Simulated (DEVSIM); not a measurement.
Device: GaAs p-i-n diode, at 300 K.

Layer 1 from the left is GaAs, thickness (μm) 0.920, Na (cm⁻³) 5.3e17, τn (s) 1.4e-9, τp (s) 1.4e-9. Layer 2 from the left is GaAs, thickness (μm) 0.320, Nd (cm⁻³) 2.4e12, τn (s) 1.4e-9, τp (s) 1.4e-9. Layer 3 from the left is GaAs, thickness (μm) 0.480, Nd (cm⁻³) 1.8e17, τn (s) 1.4e-9, τp (s) 1.4e-9.

Left contact: ohmic. Right contact: ohmic. Voltage is applied to the left contact. Recombination: SRH at mid-gap, radiative, Auger. Mobility is μmin + (μ − μmin)/(1 + (N/Nref)^α).

Constants are typed, rounded textbook-type inputs, not results; the design itself was drawn at random and stands for no fabricated device. Values at 300 K.

GaAs: gap (eV) 1.424, affinity (eV) 4.07, permittivity 12.9, Nc (cm⁻³) 4.7e17, Nv (cm⁻³) 9e18, μn (cm²/Vs) 8500, μp (cm²/Vs) 400, μn,min 500, μp,min 20, Nref,n 6e16, Nref,p 1.5e17, αn 0.39, αp 0.38, B (cm³/s) 2e-10, Cn (cm⁶/s) 1e-30, Cp (cm⁶/s) 1e-30.

Simulated with DEVSIM: 1D drift-diffusion, Boltzmann statistics, complete ionisation; no tunnelling, impact ionisation, image-force lowering or self-heating.

### Question
What does the simulation give for the dark forward voltage at 100 A/cm², the dark forward voltage at 1 A/cm², the potential step across the device at zero bias?

### Answer
dark forward voltage at 100 A/cm² 1.168 V; dark forward voltage at 1 A/cm² 1.020 V; potential step across the device at zero bias 1.326 V.
